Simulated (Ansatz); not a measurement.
Worked example: self-consistent single point of Sn3P4 (C2, 7 atoms in the cell) in Ansatz (an electronic-structure program).

Method: PBEsol, default PAW files made with PBE (plane waves; Ansatz).

```
CELL_PARAMETERS angstrom
      3.43838    -2.50018     0.00000
      3.43838     2.50018     0.00000
     -2.70321     0.00000    10.28363
ATOMIC_POSITIONS crystal
  Sn 0.04830 0.95170 0.00000
  Sn 0.21275 0.19917 0.62805
  Sn 0.80083 0.78725 0.37195
  P  0.03751 0.52245 0.14556
  P  0.47755 0.96249 0.85444
  P  0.40195 0.39439 0.31090
  P  0.60561 0.59805 0.68910
```

Reference input (self-consistent single point, DFT, PBEsol, plane waves, default PAW files made with PBE): kpoints.mp_grid.grid = 7 7 3; hamiltonian.xc = pbesol; hamiltonian.pseudopotentials = {kind: paw} (the program's default PAW files); scf.occupations.method = methfessel_paxton; scf.occupations.width = 0.2 eV. This run's input differs from it in these lines:

Ansatz 0.2 input:
```diff
@@ -16,3 +16,3 @@
   mp_grid:
-    grid: [7, 7, 3]
+    grid: [8, 8, 3]
 hamiltonian:
```

Log, with long lists cut:

```
SCF iter   1: F=—  HF=-20808.189191 eV  |F-HF|=—  |Δ(HF+E_count)|=         —  Δρ=4.47e-3  dr2=7.48e-2  ethr=1.77e-3  ⟨swp⟩=8.5  Hψ=10641  notcnv=0
all-band conjugate gradients solve this SCF's bands
preconditioner: auto → Kerker (q_TF=auto, 2.291 Å⁻¹)
SCF iter   2: F=—  HF=-20808.173284 eV  |F-HF|=—  |Δ(HF+E_count)|=   1.59e-2  S|Δr|=    0.00e0  Δρ=2.56e-3  dr2=2.97e-2  ethr=1.21e-4  ⟨swp⟩=2.0  Hψ=3002  notcnv=0
   [... lines left out ...]
SCF iter   6: F=—  HF=-20808.167289 eV  |F-HF|=—  |Δ(HF+E_count)|=   1.26e-6  S|Δr|=    0.00e0  Δρ=4.57e-5  dr2=9.83e-6  ethr=2.36e-7  ⟨swp⟩=2.1  Hψ=2612  notcnv=0
SCF iter   7: F=—  HF=-20808.167290 eV  |F-HF|=—  |Δ(HF+E_count)|=   8.11e-7  S|Δr|=    0.00e0  Δρ=1.15e-5  dr2=1.31e-6  ethr=1.59e-8  ⟨swp⟩=2.8  Hψ=4246  notcnv=0
SCF iter   8: F=-20808.167290 eV  HF=-20808.167290 eV  |F-HF|=5.68e-9  |Δ(HF+E_count)|=   2.60e-8  S|Δr|=    0.00e0  Δρ=4.57e-6  dr2=6.75e-8  ethr=1.61e-10  ⟨swp⟩=12.1  Hψ=12004  notcnv=0
SCF 1 converged in 8 iterations: F = -20808.167290 eV  dr2 = 6.75e-8
Stability not checked (fill_not_monotonic)
Free energy (F): -20808.167290 eV
Internal energy: -20808.168824 eV  (E = F + TS)
E sigma→0 (E₀):  -20808.167673 eV
Entropy (-TS):   0.001534 eV (0.219 meV/atom)
Fermi energy:    7.714773 eV
--- Forces (eV/Å), atoms counted from 1 ---
  atom   1  Sn     0.00000000    -0.21635137    -0.00000000
  atom   2  Sn     0.01399757     0.13196404    -0.27159112
  atom   3  Sn    -0.01399757     0.13196404     0.27159112
  atom   4  P     -0.20611972     0.32832840    -0.42458353
   [... lines left out ...]
  atom   7  P      0.00489984    -0.35215232    -0.41118931
--- Stress (GPa, compression-positive) ---
        1.084083       0.000000       0.372943
        0.000000       1.544309      -0.000000
        0.372943      -0.000000       1.816515
  P = ⅓ Tr σ = 1.4816 GPa (14.816 kbar)
  The stress holds the Pulay correction. Without it, at fixed plane waves, as pw.x and ABINIT print it: P = 1.4462 GPa
```

The run converged in 8 iterations. Against the reference run the free energy goes down by 1.7 meV/atom, the pressure hardly changes (1.50 to 1.48 GPa) and the largest force goes from 0.561 to 0.575 eV/Å.

The starting cell comes from a database of computed structures (which also holds hypothetical and non-ambient phases and stackings), without a prior relaxation at this level. Its lattice was rescaled by a random factor within 2.5 % of one. Ansatz's pressure includes its estimate of the finite-basis (Pulay) stress. The run gives no clean gap (levels at the Fermi energy touch, overlap or are partly filled at this smearing), which alone does not show that the compound is a metal.

Cost on one core of a shared machine: roughly 40 s.
